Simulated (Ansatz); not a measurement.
Take ZrS2 in the CdI2 type structure (space group P-3m1, No. 164; a = 3.578 Å, c = 5.540 Å; layered, stacked along the Cartesian z axis) as the base. Axes: x lies along a and z along c of the hexagonal cell.

Calculations: Kohn–Sham DFT with the PBEsol-D3(BJ) functional, run in Ansatz (a program for electronic structure) with PAW and 420 eV plane waves, without spin-orbit coupling.

For the base:

The shortest interatomic distance is 2.534 Å.

One thing is altered: compressive biaxial strain of 2.50 % in the plane normal to [001], as in epitaxy on a mismatched substrate; the out-of-plane cell vector and the atoms relax.

Problem. What does the calculation give for the shortest interatomic distance and out-of-plane strain after the change?

Solution. The shortest interatomic distance shrinks by 0.017 Å to 2.517 Å; the out-of-plane strain is +0.76 %.

Stability against distortions was not tested.
